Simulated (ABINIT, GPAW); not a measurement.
An ABINIT input for a self-consistent single point of Nb3Sn (Pm-3n, 8 atoms in the cell) (DFT, PBE, plane waves, PAW (JTH v2.0 PBE PAW)):

```
# Nb3Sn, JTH v2.0 PBE PAW
pp_dirpath "./"
pseudos "Nb.GGA_PBE-JTH.xml, Sn.GGA_PBE-JTH.xml"
acell 3*1.0 Angstrom
rprim
         5.2921660000    0.0000000000    0.0000000000
         0.0000000000    5.2921660000    0.0000000000
         0.0000000000    0.0000000000    5.2921660000
natom 8
ntypat 2
znucl 41 50
typat 1 1 1 1 1 1 2 2
xred
         0.2500000000    0.0000000000    0.5000000000
         0.7500000000    0.0000000000    0.5000000000
         0.5000000000    0.7500000000    0.0000000000
         0.5000000000    0.2500000000    0.0000000000
         0.0000000000    0.5000000000    0.7500000000
         0.0000000000    0.5000000000    0.2500000000
         0.0000000000    0.0000000000    0.0000000000
         0.5000000000    0.5000000000    0.5000000000
ecut 20
pawecutdg 40
pawxcdev 0
occopt 7
tsmear 0.1 eV
nband 66
kptopt 1
ngkpt 5 5 5
nshiftk 1
shiftk 0 0 0
nstep 80
toldfe 1.0e-09
prtwf 0
prtden 0
enunit 1
```

Problem. Translate this input to GPAW.

Solution. This is the input that was run; spellings and numerical settings could be chosen otherwise.

```python
from ase import Atoms
from ase.units import GPa
from gpaw import GPAW, PW

atoms = Atoms(['Nb', 'Nb', 'Nb', 'Nb', 'Nb', 'Nb', 'Sn', 'Sn'],
              cell=[[5.292166, 0.000000, 0.000000],
                    [0.000000, 5.292166, 0.000000],
                    [0.000000, 0.000000, 5.292166]],
              scaled_positions=[[0.250000, 0.000000, 0.500000],
                                [0.750000, 0.000000, 0.500000],
                                [0.500000, 0.750000, 0.000000],
                                [0.500000, 0.250000, 0.000000],
                                [0.000000, 0.500000, 0.750000],
                                [0.000000, 0.500000, 0.250000],
                                [0.000000, 0.000000, 0.000000],
                                [0.500000, 0.500000, 0.500000]],
              pbc=True)

calc = GPAW(mode=PW(550),
            xc='PBE',
            kpts=(5, 5, 5),
            occupations={'name': 'methfessel-paxton', 'width': 0.1, 'order': 0},
            nbands=-14,
            convergence={'density': 1e-05, 'energy': 1e-05},
            symmetry={'symmorphic': False, 'tolerance': 0.0005},
            maxiter=150,
            txt='-')

atoms.calc = calc

energy = atoms.get_potential_energy()
print('Energy (eV):', round(energy, 6))
forces = atoms.get_forces()
print('Forces (eV/Ang):')
print(forces.round(5))
stress = atoms.get_stress()
print('Stress (GPa, Voigt):', (stress / GPa).round(4))
```

Basis settings and potentials, where a program has them, do not carry over. This input uses DFT PBE, plane waves, GPAW PAW datasets PBE (gpaw-data 1.0.1). Both were run: pressure 2.18 GPa in ABINIT and 1.73 in GPAW.

On ABINIT: the starting cell comes from a database of computed structures (which also holds hypothetical and non-ambient phases and stackings), without a prior relaxation at this level. Its lattice was rescaled by a random factor within 2.5 % of one. For this run, on top of that: lattice scaled by 0.98. Spin polarisation is off.

On GPAW: the starting cell comes from a database of computed structures (which also holds hypothetical and non-ambient phases and stackings), without a prior relaxation at this level. Its lattice was rescaled by a random factor within 2.5 % of one. For this run, on top of that: lattice scaled by 0.98. Spin polarisation is off.
